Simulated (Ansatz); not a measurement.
Q: Name crystals whose logarithmic mean phonon energy lies between 5 and 7.8 meV and whose resistivity at 300 K lies between 13.9 and 22 μΩ·cm, by PBEsol, DFPT electron-phonon coupling, linearised Boltzmann equation (Ansatz, a quantum-chemistry and plane-wave program).

A: Many crystals can fit; among those computed here:
- LiAuSn (P6_3/mmc): 6.2 meV, 17.3 μΩ·cm

Metals; harmonic phonons alone scatter; means over directions. Halving the electron mesh moves these values by up to 5 %; q meshes are mostly untested. Some of the runs warned that the eigensolver left states short of its tolerance. Spin-orbit coupling is left out.

Formula and space group known from diffraction (Crystallography Open Database), not checked to be the room-temperature form: LiAuSn (P6_3/mmc).
